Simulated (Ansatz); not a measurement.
Consider Ru in the hcp (Mg type) structure (space group P6_3/mmc, No. 194; a = 2.722 Å, c = 4.294 Å; relaxed with 0.1 eV smearing). Axes: x lies along a and z along c of the hexagonal cell.

Calculations: PBE (Ansatz, a first-principles code, PAW, no SOC).

For the base:

The volume per atom is 13.78 Å³.

Modification: biaxial strain −1.50 %, plane normal [001], relaxed out of plane (Cartesian); in-plane vectors clamped, the third vector and the atoms free.

Question: What happens to the volume per atom?

Answer: The volume per atom decreases by 0.302 Å³ to 13.47 Å³.

Question: What happens to the in-plane stress?

Answer: The mean in-plane stress (compression positive) comes out as +10.7 GPa.

No phonon test of stability was made. The final runs are not spin-polarised.
